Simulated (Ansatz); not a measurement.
Fluorite PbF2 (high-temperature phase) was calculated with PBE (Ansatz, a first-principles code, plane waves, PAW).

Run with plane-wave cutoff 520 eV, 8×8×8 k mesh, perturbation theory, scalar-relativistic PAW data made under PBE.

The cell has the measured lattice parameters. Conventional cell: a = 5.9306 Å, b = 5.9306 Å, c = 5.9306 Å, α = 90.00°, β = 90.00°, γ = 90.00°.

Harmonic phonon frequencies (cm⁻¹; i marks an imaginary mode; at Γ without the LO shift):

| q point | frequencies |
|---|---|
| Γ | 0 0 0 115 115 115 251 251 251 |
| X | 59 59 118 130 161 161 166 166 329 |
| U | 57 86 112 132 140 162 178 188 318 |

No imaginary mode appears at these points.

Note: the cell isn't this level's own, so it is under some stress, which shifts stiffness and frequencies.
